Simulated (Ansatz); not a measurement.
The starting structures come from a database of crystals and need not be the phases stable at ambient conditions.

The decay constant κ of evanescent states in the gap governs leakage through a thin film.

Data:

```
CELL_PARAMETERS angstrom
      3.82063     0.00000     0.00000
      0.00000     8.61061     0.00000
      0.00000     0.00000    14.02295
ATOMIC_POSITIONS crystal
  Sn 0.75000 0.67063 0.44607
  Sn 0.25000 0.32937 0.55393
  Sn 0.25000 0.82937 0.94607
  Sn 0.75000 0.17063 0.05393
  Pb 0.25000 0.01974 0.32556
  Pb 0.75000 0.98026 0.67444
  Pb 0.75000 0.48026 0.82556
  Pb 0.25000 0.51974 0.17444
  S  0.25000 0.47989 0.39344
  S  0.75000 0.52011 0.60656
  S  0.75000 0.02011 0.89344
  S  0.25000 0.97989 0.10656
  S  0.25000 0.84574 0.50702
  S  0.75000 0.15426 0.49298
  S  0.75000 0.65426 0.00702
  S  0.25000 0.34574 0.99298
  S  0.75000 0.79058 0.28402
  S  0.25000 0.20942 0.71598
  S  0.25000 0.70942 0.78402
  S  0.75000 0.29058 0.21598
```

Space group of this cell: Pnma. The cell was relaxed by PBE-D3(BJ); by PBEsol its mean pressure is -0.8 GPa.

Transport runs along the normal of the first two printed cell vectors.

The gap is the functional's own, uncorrected, and κ follows it; spin-orbit coupling is left out. Mid-gap values are interpolated between the computed energies.

**Question.** Compute, with PBEsol (Ansatz, an electronic-structure program), the band gap and the smallest decay constant κ at mid-gap.

**Answer.** Gap 0.78 eV on a 8×4×2 mesh; κ = 0.158 1/Å, at the zone centre.
